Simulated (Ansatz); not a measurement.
Consider AlN in the wurtzite structure (space group P6_3mc, No. 186; a = 3.130 Å, c = 5.018 Å).

Structures relaxed with PBE (Ansatz, a program for electronic structure), without spin-orbit coupling.

Base:

Simulated powder pattern, Cu Kα1, λ = 1.54056 Å (kinematic, ideal powder, no thermal factors, no anomalous dispersion; the 10 strongest lines at most, above 2 %, up to 2θ = 90°):

| 2θ (°) | I/Imax (%) | hkl |
|---|---|---|
| 33.02 | 100 | (100) |
| 35.76 | 62 | (002) |
| 37.68 | 94 | (101) |
| 49.46 | 34 | (102) |
| 58.96 | 61 | (110) |
| 65.52 | 55 | (103) |
| 69.26 | 9.0 | (200) |
| 70.91 | 43 | (112) |
| 72.12 | 15 | (201) |
| 80.47 | 7.3 | (202) |

After one change:

Simulated powder pattern, Cu Kα1, λ = 1.54056 Å (kinematic, ideal powder, no thermal factors, no anomalous dispersion; the 10 strongest lines at most, above 2 %, up to 2θ = 90°):

| 2θ (°) | I/Imax (%) |
|---|---|
| 33.43 | 100 |
| 36.21 | 62 |
| 38.16 | 94 |
| 50.10 | 34 |
| 59.75 | 61 |
| 66.42 | 54 |
| 70.23 | 8.9 |
| 71.90 | 42 |
| 73.14 | 15 |
| 81.65 | 7.3 |

Task: Name the change that was made.
A) isotropic strain −3.00 %
B) isotropic strain −0.60 %
C) isotropic strain −1.20 %
D) isotropic strain −1.80 %

Result: C, isotropic strain −1.20 %. Its volume per atom is 10.27 Å³ against 10.65 Å³, and its space group is P6_3mc (No. 186).

Stability against distortions was not tested.
